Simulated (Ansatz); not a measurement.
Ansatz (a program for electronic structure) run on Ge (P6/mmm, 3 atoms in the cell): self-consistent single point.

Level of theory: LDA (PW92), default PAW files made with PBE (plane waves; Ansatz).

```
Ge
1.0
    4.79890     0.00000     0.00000
   -2.39945     4.15597     0.00000
    0.00000     0.00000     2.91877
Ge
3
Direct
  0.00000   0.00000   0.00000
  0.33333   0.66667   0.50000
  0.66667   0.33333   0.50000
```

Reference input (self-consistent single point, DFT, LDA (PW92), plane waves, default PAW files made with PBE): basis.ecutwfc = 420 eV; kpoints.mp_grid.grid = 6 6 8; hamiltonian.xc = lda; hamiltonian.pseudopotentials = {kind: paw} (the program's default PAW files); scf.occupations.method = fermi_dirac; scf.occupations.width = 0.05 eV. This run's input differs from it in these lines:

Ansatz 0.2 input:
```diff
@@ -10,3 +10,3 @@
 basis:
-  ecutwfc: 420.0 eV
+  ecutwfc: 735.0 eV
 kpoints:
```

Output (repeated stretches shortened):

```
SCF iter   1: F=—  HF=-12646.240183 eV  |F-HF|=—  |Δ(HF+E_count)|=         —  Δρ=5.19e-3  dr2=1.22e-2  ethr=1.77e-3  ⟨swp⟩=5.7  Hψ=3503  notcnv=0
all-band conjugate gradients solve this SCF's bands
preconditioner: auto → none
SCF iter   2: F=—  HF=-12646.235611 eV  |F-HF|=—  |Δ(HF+E_count)|=   4.57e-3  Δρ=3.04e-3  dr2=6.20e-3  ethr=2.90e-5  ⟨swp⟩=2.2  Hψ=1751  notcnv=0
SCF iter   3: F=—  HF=-12646.233526 eV  |F-HF|=—  |Δ(HF+E_count)|=   2.09e-3  Δρ=7.20e-4  dr2=1.50e-4  ethr=1.48e-5  ⟨swp⟩=2.0  Hψ=1117  notcnv=0
SCF iter   4: F=—  HF=-12646.233339 eV  |F-HF|=—  |Δ(HF+E_count)|=   1.87e-4  Δρ=1.33e-4  dr2=5.42e-6  ethr=3.58e-7  ⟨swp⟩=2.0  Hψ=1639  notcnv=0
SCF iter   5: F=—  HF=-12646.233337 eV  |F-HF|=—  |Δ(HF+E_count)|=   1.51e-6  Δρ=3.19e-5  dr2=2.72e-7  ethr=1.29e-8  ⟨swp⟩=2.0  Hψ=1634  notcnv=0  defer=1
SCF iter   6: F=-12646.233337 eV  HF=-12646.233337 eV  |F-HF|=4.10e-8  |Δ(HF+E_count)|=   1.58e-7  Δρ=1.23e-5  dr2=3.86e-8  ethr=2.38e-10  ⟨swp⟩=5.7  Hψ=3955  notcnv=0
SCF 1 converged in 6 iterations: F = -12646.233337 eV  dr2 = 3.86e-8
Free energy (F): -12646.233337 eV
Internal energy: -12646.223401 eV  (E = F + TS)
E sigma→0 (E₀):  -12646.228369 eV
Entropy (-TS):   -0.009936 eV (-3.312 meV/atom)
Fermi energy:    10.297771 eV
--- Forces (eV/Å), atoms counted from 1 ---
  atom   1  Ge     0.00000000    -0.00000000     0.00000000
   [... zero for the other atoms too ...]
--- Stress (GPa, compression-positive) ---
       -3.758000       0.000000       0.000000
        0.000000      -3.758000       0.000000
        0.000000       0.000000      -8.156050
  P = ⅓ Tr σ = -5.2240 GPa (-52.240 kbar)
  The stress holds the Pulay correction. Without it, at fixed plane waves, as pw.x and ABINIT print it: P = -5.2341 GPa
```

The run converged in 6 iterations. Against the reference run the free energy goes down by 1.8 meV/atom and the pressure stays at -5.22 GPa.

The starting cell was generated: these elements placed on a structure prototype, without a prior relaxation; it need not be a known phase or ordering of this composition. Ansatz's pressure includes its estimate of the finite-basis (Pulay) stress.
